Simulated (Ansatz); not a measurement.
Take TlBr in the CsCl type structure (space group Pm-3m, No. 221) as the base.

```
CELL_PARAMETERS angstrom
      3.91453     0.00000     0.00000
      0.00000     3.91453     0.00000
      0.00000     0.00000     3.91453
ATOMIC_POSITIONS crystal
  Tl 0.00000 0.00000 0.00000
  Br 0.50000 0.50000 0.50000
```

Cartesian axes are those of the cell as printed.

Method: PBEsol, PAW, 420 eV (Ansatz, a quantum-chemistry and plane-wave program; scalar-relativistic without spin-orbit coupling).

Before the change:

| Item | Result |
|---|---|
| Band gap | 1.59 eV |
| Hole mass | 0.20 mₑ along k, 0.43 mₑ across (at X) |

Modification: the cell is stretched by 1.50 % along z with no lateral relaxation, atoms relaxed at fixed cell.

Q: What does the calculation give for the band gap, stress and hole mass after the change?

A: The band gap falls by 0.02 eV, from 1.59 eV to 1.57 eV; the stress (xx, yy, zz, yz, xz, xy; compression positive) amounts to (-0.27, -0.27, -0.63, 0.00, 0.00, 0.00) GPa; the hole mass becomes 0.21 mₑ along k, 0.44 mₑ across (at X) (base: 0.20 mₑ along k, 0.43 mₑ across (at X)).

Spin-orbit coupling, missing from the scalar runs, can matter with Tl. The cells carry an imposed strain or load. Masses are band curvatures over ±0.01 Å⁻¹ around the edge. Along k means along the line from Γ to the band edge. Stability against distortions was not tested.
